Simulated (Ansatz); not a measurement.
**Several settings converged on a (111) slab of CoSi2 (cut from a parent of space group no. 225; 9 atoms in the cell)**

```
CELL_PARAMETERS angstrom
      3.77872     0.00000     0.00000
      1.88936     3.27247     0.00000
      0.00000     0.00000    21.71330
ATOMIC_POSITIONS crystal
  Co 0.00000 0.00000 0.35790
  Co 0.33333 0.33333 0.50000
  Co 0.66667 0.66667 0.64209
  Si 0.66667 0.66667 0.32238
  Si 0.33333 0.33333 0.39343
  Si 0.00000 0.00000 0.46448
  Si 0.66667 0.66667 0.53552
  Si 0.33333 0.33333 0.60657
  Si 0.00000 0.00000 0.67762
```

Base method: PBEsol, PAW files made with PBE (plane waves; Ansatz, a first-principles code).

Base settings: basis.ecutwfc = 420 eV; kpoints.mp_grid.grid = 9 9 1; hamiltonian.xc = pbesol; hamiltonian.pseudopotentials = {kind: paw} (the program's default PAW files); scf.occupations.method = fermi_dirac; scf.occupations.width = 0.1 eV.

The count of work is k-points × plane waves × bands × iterations; it is no time. Core times come from one kind of shared machine, to one figure; runs under 30 s give none.

**The k-point mesh**

Only quantities that move along the ladder and can be compared are tabulated.

| kpoints.mp_grid.grid | free energy less the last step's (meV/atom) | largest difference of a force vector from the last step's (eV/Å) | count of work / last | core time / last (rough) |
|---|---|---|---|---|
| 2 2 1 | 14.82 | 0.676 | 0.031 | – |
| 3 3 1 | 17.08 | 0.655 | 0.043 | – |
| 4 4 1 | -2.59 | 0.260 | 0.062 | – |
| 5 5 1 | 2.21 | 0.084 | 0.071 | – |
| 6 6 1 | -0.91 | 0.160 | 0.092 | – |
| 7 7 1 | -1.64 | 0.070 | 0.12 | – |
| 9 9 1 | 0.18 | 0.047 | 0.17 | – |
| 10 10 1 | -0.60 | 0.028 | 0.18 | – |
| 12 12 1 | 0.16 | 0.010 | 0.25 | – |
| 14 14 1 | -0.16 | 0.013 | 0.31 | – |
| 16 16 1 | 0.13 | 0.004 | 0.39 | 0.5 |
| 19 19 1 | -0.03 | 0.002 | 0.52 | 0.6 |
| 22 22 1 | -0.02 | 0.001 | 0.68 | 0.7 |
| 26 26 1 | 0.00 | 0.000 | 1.0 | 1 |

Coarsest kpoints.mp_grid.grid that holds the forces within 0.005 eV/Å of the last step, with all finer ones: 16 16 1, at 0.39 of the last step's count of work; the step before is off by 0.013 eV/Å.

Coarsest kpoints.mp_grid.grid that holds the free energy within 1 meV/atom of the last step, with all finer ones: 9 9 1, at 0.17 of the last step's count of work; the step before is off by 1.6 meV/atom.

**The depth of the slab**

On a (111) slab of CoSi2 (cut from a parent of space group no. 225; 3 atoms in the cell), and deeper slabs.

Surface energy = (E_slab − N e_bulk)/2A, with e_bulk from the bulk crystal on its finest mesh (286 k-points); errors per atom of slab and bulk, whose meshes differ, grow with N. The bulk cell stands at -3.2 GPa at this level, so the slab is strained in the plane.

The mesh stays at the base's, so the ladder's end is converged at best in this setting alone.

Only quantities that move along the ladder and can be compared are tabulated.

| atoms | unrelaxed surface energy (J/m²) | count of work / last | core time / last (rough) |
|---|---|---|---|
| 3 | 1.771 | 0.040 | – |
| 6 | 1.693 | 0.079 | – |
| 9 | 1.787 | 0.17 | – |
| 12 | 1.762 | 0.23 | – |
| 15 | 1.747 | 0.36 | – |
| 18 | 1.765 | 0.51 | 0.5 |
| 24 | 1.757 | 0.82 | 0.9 |
| 27 | 1.762 | 1.0 | 1 |

Smallest size that holds the unrelaxed surface energy within 0.05 J/m² of the last step, with all finer ones: 9, at 0.17 of the last step's count of work; the step before is off by 0.069 J/m².

On the base run: the starting cell has typed, rounded lattice constants, without a prior relaxation at this level. The slab is cut from that crystal, and its faces are unrelaxed. Its lattice was rescaled by up to half a per cent. Spin polarisation is off.

Keys are those of Ansatz 0.2.
